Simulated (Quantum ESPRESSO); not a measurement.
The steps of a band-structure calculation for BaPb3 (Pm-3m, 4 atoms in the cell) with Quantum ESPRESSO.

Computed with PBEsol, PseudoDojo standard norm-conserving (PBESOL) pseudopotentials (plane waves; Quantum ESPRESSO).

Step 1 (scf):

```fortran
&CONTROL
   calculation = 'scf'
   prefix = 'pwscf'
   outdir = './work'
   pseudo_dir = './'
   tprnfor = .true.
   tstress = .true.
/
&SYSTEM
   ibrav = 0
   nat = 4
   ntyp = 2
   ecutwfc = 65
   occupations = 'smearing'
   smearing = 'marzari-vanderbilt'
   degauss = 0.019992
/
&ELECTRONS
   conv_thr = 1.0d-10
   mixing_beta = 0.3
/
ATOMIC_SPECIES
Ba   137.3270  Ba.upf
Pb   207.2000  Pb.upf
CELL_PARAMETERS {bohr}
   9.68254092     0.00000000     0.00000000
   0.00000000     9.68254092     0.00000000
   0.00000000     0.00000000     9.68254092
ATOMIC_POSITIONS {angstrom}
Ba    0.00000000    0.00000000    0.00000000
Pb    0.00000000    2.56189000    2.56189000
Pb    2.56189000    0.00000000    2.56189000
Pb    2.56189000    2.56189000    0.00000000
K_POINTS {automatic}
4 4 4  0 0 0
```

Step 2 (bands):

```fortran
&CONTROL
   calculation = 'bands'
   prefix = 'pwscf'
   outdir = './work'
   pseudo_dir = './'
   verbosity = 'high'
/
&SYSTEM
   ibrav = 0
   nat = 4
   ntyp = 2
   ecutwfc = 65
   occupations = 'smearing'
   smearing = 'marzari-vanderbilt'
   degauss = 0.019992
   nbnd = 34
/
&ELECTRONS
   conv_thr = 1.0d-10
   startingwfc = 'random'
   diago_thr_init = 1.0d-6
/
ATOMIC_SPECIES
Ba   137.3270  Ba.upf
Pb   207.2000  Pb.upf
CELL_PARAMETERS {bohr}
   9.68254092     0.00000000     0.00000000
   0.00000000     9.68254092     0.00000000
   0.00000000     0.00000000     9.68254092
ATOMIC_POSITIONS {angstrom}
Ba    0.00000000    0.00000000    0.00000000
Pb    0.00000000    2.56189000    2.56189000
Pb    2.56189000    0.00000000    2.56189000
Pb    2.56189000    2.56189000    0.00000000
K_POINTS {crystal_b}
8
  0.00000000   0.00000000   0.00000000   6  ! G
  0.00000000   0.50000000   0.00000000   6  ! X
  0.50000000   0.50000000   0.00000000   9  ! M
  0.00000000   0.00000000   0.00000000  11  ! G
  0.50000000   0.50000000   0.50000000   9  ! R
  0.00000000   0.50000000   0.00000000   1  ! X
  0.50000000   0.50000000   0.00000000   6  ! M
  0.50000000   0.50000000   0.50000000   1  ! R
```

Step 3 (bands.x):

```fortran
&BANDS
   prefix = 'pwscf'
   outdir = './work'
   filband = 'bands.dat'
   lsym = .false.
/
```

Output of bands (abridged):

```
     Atomic positions and unit cell read from directory:
     ./work/pwscf.save/

     Message from routine setup:
     using ibrav=0 with symmetry is DISCOURAGED, use correct ibrav instead
     G-vector sticks info
     --------------------
     sticks:   dense  smooth     PW     G-vecs:    dense   smooth      PW
     Sum        1941    1941    553                64229    64229    9795

     bravais-lattice index     =            0
   [... lines left out ...]
     unit-cell volume          =     907.7537 (a.u.)^3
   [... lines left out ...]
        k(    2) = (   0.0000000   0.0833333   0.0000000), wk =   0.0408163
        k(    3) = (   0.0000000   0.1666667   0.0000000), wk =   0.0408163
   [... 46 lines left out ...]

     Dense  grid:    64229 G-vectors     FFT dimensions: (  50,  50,  50)

     The potential is recalculated from file :
     ./work/pwscf.save/charge-density

     Band Structure Calculation
     Davidson diagonalization with overlap

     ethr =  1.00E-06,  avg # of iterations = 51.5

     End of band structure calculation

          k = 0.0000 0.0000 0.0000 (  8121 PWs)   bands (ev):

   -17.4672  -6.6926  -6.6926  -6.6926  -6.6684  -6.5914  -6.5914  -6.5444
    -6.5444  -6.5444  -6.4850  -6.4850  -6.4121  -6.3880  -6.3880  -6.3880
    -2.7603  -2.7603  -2.7603  -0.1640   3.2543   3.2543   8.3495   8.3495
     8.3495  11.7912  11.7912  11.7912  12.5268  12.5268  13.0924  13.0925
    13.0925  13.1521

          k = 0.0000 0.0833 0.0000 (  8101 PWs)   bands (ev):

   -17.4669  -6.6917  -6.6883  -6.6883  -6.6660  -6.5910  -6.5885  -6.5453
    -6.5452  -6.5452  -6.4877  -6.4849  -6.4146  -6.3934  -6.3934  -6.3880
    -2.7790  -2.7563  -2.7563  -0.1099   3.1746   3.2648   8.3594   8.3594
     8.4160  11.2680  11.5858  11.5858  12.5651  13.1009  13.1379  13.2878
    13.4001  13.4001

   [... 47 blocks of this kind left out ...]
```

Output of bands.x (abridged):

```
     Reading xml data from directory:

     ./work/pwscf.save/

     G-vector sticks info
     --------------------
     sticks:   dense  smooth     PW     G-vecs:    dense   smooth      PW
     Sum        1941    1941    553                64229    64229    9795

     Reading collected, re-writing distributed wavefunctions
     high-symmetry point:  0.0000 0.0000 0.0000   x coordinate   0.0000
     high-symmetry point:  0.0000 0.5000 0.0000   x coordinate   0.5000
     high-symmetry point:  0.5000 0.5000 0.0000   x coordinate   1.0000
     high-symmetry point:  0.0000 0.0000 0.0000   x coordinate   1.7071
     high-symmetry point:  0.5000 0.5000 0.5000   x coordinate   2.5731
     high-symmetry point:  0.0000 0.5000 0.0000   x coordinate   3.2802
     high-symmetry point:  0.5000 0.5000 0.0000   x coordinate   3.2802
     high-symmetry point:  0.5000 0.5000 0.5000   x coordinate   3.7802

     Plottable bands (eV) written to file bands.dat.gnu
     Bands written to file bands.dat

   JOB DONE.
```

The starting cell comes from a database of computed structures (which also holds hypothetical and non-ambient phases and stackings), without a prior relaxation at this level. Spin-orbit coupling is off.
